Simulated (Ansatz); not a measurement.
## Ga2O3: stress against strain

Ga2O3 (corundum, R-3c, 9.411 Å³/atom at rest, c along z) under a strain ε along c (axis z), the other axes held. LDA in Ansatz, a plane-wave DFT program (PAW, default set), 420 eV, 8×8×8 Γ-centred mesh, Fermi-Dirac smearing 0.05 eV; ions are relaxed within the symmetry of each cell. Stress is positive for a compressed cell.

Here s stands for strain and y for stress zz.

| strain (%) | stress zz (GPa) |
|---|---|
| -3.00 | ? |
| -1.50 | 5.67 |
| -0.75 | 2.80 |
| 0.00 | 0.00 |
| 0.75 | -2.75 |
| 1.50 | -5.43 |

Taking a straight line for y over the 5 complete rows: Means: s 0, y 0.058. About the means, the sum of products is -20.812 and the sum of squares of s is 5.6250; the slope is their ratio. Least squares gives y = 0.058 - 3.7000·s. Residuals (row less fit): 0.062, -0.033, -0.058, -0.033, 0.062; standard error 0.066 (degrees of freedom: 3). The slope gives the elastic constant C33 = 370 ± 3 GPa.

Task: What does the fit predict for y at s = -3.00, and how far is the calculated value from it?

Result: y = 0.058 - 3.7000 × (-3.00) = 11.158 GPa. The calculation gives 11.59 GPa, 0.432 GPa above the prediction (2.5 % of the range of y in the table). The row lies outside the fitted rows, so this is an extrapolation. From the scatter of the fitted rows alone, a prediction at this place has a standard error of 0.111 GPa, so the miss is 3.9 times that.

One order more, fitted to all 9 runs of the series, follows each within 0.01, so the miss is the next term of a smooth law. Ga2O3 is here the metastable α form; monoclinic β is stable. Rows are the converged runs of the series near zero and its far end; series whose fitted rows scatter by over a few per cent of the range, as at a crossing or softening among them, aren't shown in this form. Most that stay on the fit to the last digits aren't either.
